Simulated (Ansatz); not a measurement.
We consider white tin (β-Sn), described by PBE-D3(BJ) in Ansatz (plane waves, PAW).

Run with plane-wave cutoff 520 eV, 20×20×20 k mesh, Fermi–Dirac smearing 0.05 eV, scalar-relativistic PAW data made under PBE.

The volume scan:

| V (Å³/atom) | E − E_lowest (meV/atom) | P (GPa) |
|---|---|---|
| 26.120 | 7.92 | 2.426 |
| 26.664 | 1.90 | 1.142 |
| 27.208 | 0.00 | -0.001 |
| 27.753 | 1.76 | -1.018 |
| 28.297 | 6.79 | -1.922 |

Question: Estimate the bulk modulus from the pressures at 26.664 and 27.753 Å³/atom, and compare it with a fit to all energies.

Answer: B = −V dP/dV. Between V = 26.664 and 27.753 Å³/atom, dP/dV = (-1.018 − (1.142))/(27.753 − 26.664) = -1.98 GPa per Å³/atom; at the midpoint 27.209 Å³/atom this gives B ≈ 54.0 GPa. The third-order Birch–Murnaghan fit gives V0 = 27.208 Å³/atom, B0 = 53.9 GPa, B′ = 4.8, which lies within 1 % of that estimate.

Shape and atoms are relaxed at each volume.

Measured, for comparison: bulk modulus 57.0 GPa (temperature not stated, no zero-point or thermal correction; as tabulated in Chen et al. (2023), arXiv:2209.05059). Computed (rounded) less measured: bulk modulus -5 %.

Note: the bulk modulus comes from volumes at which shape and atoms were relaxed.

Spin–orbit coupling is not included.

Ansatz is a quantum-chemistry and plane-wave program.
